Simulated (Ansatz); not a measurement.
## Several settings converged on Mo (Im-3m, 1 atom in the cell)

```xyz
1
Lattice="-1.5671 1.5671 1.5671 1.5671 -1.5671 1.5671 1.5671 1.5671 -1.5671" Properties=species:S:1:pos:R:3 pbc="T T T"
Mo     0.0000     0.0000     0.0000
```

Base method: LDA (PW92), PAW files made with PBE (plane waves; Ansatz, an electronic-structure program).

Base settings: basis.ecutwfc = 30.9 Ry; kpoints.mp_grid.grid = 15 15 15; hamiltonian.xc = lda; hamiltonian.pseudopotentials = {kind: paw} (the program's default PAW files); scf.occupations.method = fermi_dirac; scf.occupations.width = 0.0073 Ry.

The count of work is k-points × plane waves × bands × iterations; it is no time. 

**The width of Fermi-Dirac smearing**

In this ladder: kpoints.mp_grid.grid = 24 24 24.

Narrow widths need finer meshes than wide ones, so the last steps can hold mesh noise.

Only quantities that move along the ladder and can be compared are tabulated; pressure and forces are left out, as mesh noise rules them at narrow widths.

| scf.occupations.width | free energy less the last step's (meV/atom) | energy extrapolated to zero width less the last step's (meV/atom) |
|---|---|---|
| 0.0735 Ry | -1489.66 | 139.79 |
| 0.0367 Ry | -302.02 | 41.64 |
| 0.022 Ry | -90.48 | 7.04 |
| 0.0147 Ry | -32.86 | 1.26 |
| 0.0073 Ry | 0.00 | 0.00 |

Widest scf.occupations.width that holds the free energy within 5 meV/atom: not settled: the last two steps still differ by 33 meV/atom, over half the tolerance, so the ladder does not show it.

Widest scf.occupations.width that holds the energy extrapolated to zero width within 2 meV/atom: not settled: the last two steps still differ by 1.3 meV/atom, over half the tolerance, so the ladder does not show it.

The extrapolation to zero width removes most of the smearing's effect on the energy.

**The width of Methfessel-Paxton smearing**

In this ladder: kpoints.mp_grid.grid = 24 24 24; scf.occupations.method = methfessel_paxton.

Narrow widths need finer meshes than wide ones, so the last steps can hold mesh noise.

Only quantities that move along the ladder and can be compared are tabulated; pressure and forces are left out, as mesh noise rules them at narrow widths.

| scf.occupations.width | free energy less the last step's (meV/atom) |
|---|---|
| 0.0367 Ry | 1.22 |
| 0.022 Ry | -0.02 |
| 0.0147 Ry | -0.11 |
| 0.0073 Ry | -0.07 |
| 0.0037 Ry | 0.00 |

Widest scf.occupations.width that holds the free energy within 1 meV/atom of the last step, with all finer ones: 0.022 Ry; the step before is off by 1.2 meV/atom.

**The mesh under tetrahedron occupations**

In this ladder: scf.occupations.method = tetrahedron; scf.occupations.width = default.

Only quantities that move along the ladder and can be compared are tabulated.

| kpoints.mp_grid.grid | free energy less the last step's (meV/atom) | pressure (GPa) | count of work / last |
|---|---|---|---|
| 6 6 6 | -4.45 | -5.37 | 0.015 |
| 8 8 8 | 5.41 | -4.98 | 0.027 |
| 9 9 9 | 2.70 | -5.33 | 0.033 |
| 12 12 12 | -1.10 | -5.67 | 0.068 |
| 14 14 14 | 4.23 | -5.68 | 0.098 |
| 18 18 18 | 0.92 | -5.86 | 0.18 |
| 22 22 22 | -0.09 | -5.94 | 0.31 |
| 28 28 28 | 0.31 | -5.99 | 0.59 |
| 34 34 34 | 0.00 | -6.03 | 1.0 |

Coarsest kpoints.mp_grid.grid that holds the free energy within 1 meV/atom of the last step, with all finer ones: 18 18 18, at 0.18 of the last step's count of work; the step before is off by 4.2 meV/atom.

Coarsest kpoints.mp_grid.grid that holds the pressure within 0.2 GPa of the last step, with all finer ones: 18 18 18, at 0.18 of the last step's count of work; the step before is off by 0.34 GPa.

Two neighbours can agree and both be off: 12 12 12 and 14 14 14 differ by 0.01 GPa in the pressure, yet lie about 0.34 GPa from the last step.

On the base run: the starting cell has typed, rounded lattice constants, without a prior relaxation at this level. Its lattice was rescaled by up to half a per cent. Spin polarisation is off. In the base run, with a pressure of about -6 GPa the cell is away from its equilibrium volume at this level. Ansatz's pressure includes its estimate of the finite-basis (Pulay) stress.

Left out of this page: 4 runs of the series outside the window shown, repeating another row's setting, or not comparable; 1 run of the series unsound by tests on forces, stress, charge or solver warnings.

Keys are those of Ansatz 0.2.
